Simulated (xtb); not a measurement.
xtb 6.7.1, GFN1-xTB: Mo(O)(S)(Me)(SH) ([CH3][Mo](=[O])(=[S])[SH]), 9 atoms. The geometry is a generated start, not checked to be a minimum at this level.

| Item | Value |
|---|---|
| run flags | --grad |
| method | GFN1-xTB |
| --acc | 1 (default) |
| --etemp (K) | 300 (default) |
| basis functions | 46 |
| valence electrons | 32 |

```xyz
9

Mo     0.4033    -0.6225     0.5097
O      1.6184    -1.3022    -0.3549
S      0.7784    -0.0115     2.5271
C      0.1115     1.2622    -0.4567
H     -0.8423     1.6929    -0.1021
H      0.0524     1.1779    -1.5505
H      0.8886     2.0064    -0.2447
S     -1.6212    -1.7229     0.3756
H     -1.3890    -2.4804    -0.7036
```

Charge 0 and multiplicity 1 are set for this test and not shown to be the ground state.

One run each on 1 thread. Values of broydamp tried: 0.02, 0.05, 0.1, 0.2, 0.4 (default), 0.6, 0.8, 1.

**Question.** Which value of broydamp needs the fewest SCC iterations, and what happens away from it?

**Answer.** Fewest SCC iterations, within one of each other: 0.4 (default) with 11, 0.6 with 12. The count rises to 18 at 0.02. All converge to one solution.

| broydamp | SCC iterations | end |
|---|---|---|
| 0.02 | 18 | same solution |
| 0.05 | 17 | same solution |
| 0.1 | 15 | same solution |
| 0.2 | 13 | same solution |
| 0.4 (default) | 11 | same solution |
| 0.6 | 12 | same solution |
| 0.8 | 13 | same solution |
| 1 | 14 | same solution |
